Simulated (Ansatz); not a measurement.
C under load (space group I4_1/amd), Ansatz (a program for electronic structure) with HSE06, rigid bands. Condition of this run: biaxial stress in (001) of 11 GPa (compression positive) (the target of the relaxation). Band gap 5.20 eV, N_c = 3.50e19 cm⁻³ and N_v = 1.92e19 cm⁻³ at 300 K, conductivity masses along z (a = (0.00, 1.76, 1.78) Å; b = (1.76, 0.00, 1.78) Å; c = (1.76, 1.76, 0.00) Å) of 0.276 mₑ (electrons) and 0.332 mₑ (holes). Take k_BT = 0.02585 eV.

What built-in voltage has an abrupt junction with N_A = 1e17 and N_D = 1e18 cm⁻³, all dopants ionised?

V_bi = E_g/e − (k_BT/e) ln(N_c N_v/(N_A N_D)) = 5.20 − 0.02585 × 8.81 = 4.97 V, for the computed gap.

What thermal injection velocity √(2k_BT/πm) limits a ballistic channel along the direction named?

1.02e7 cm/s for electrons and 9.34e6 cm/s for holes, a ratio of √(m_h/m_e) = 1.10, for dilute carriers.

A film of it is 5 nm thick, with its normal along the direction named. Estimate the confinement energies in an infinite well.

ħ²π²/(2m t²) = 0.376 eV·nm²/(m/mₑ × t²) gives 54.5 meV for electrons and 45.3 meV for holes, so the gap would widen to about 5.30 eV. Finite barriers and nonparabolic bands lower this, and with several valleys or bands the heaviest mass along the normal sets the lowest level, not this average.

Rigid bands with the computed gap; masses take one relaxation time for all states. Spin-orbit coupling is left out. Geometry: cell and atoms relaxed with PBEsol.
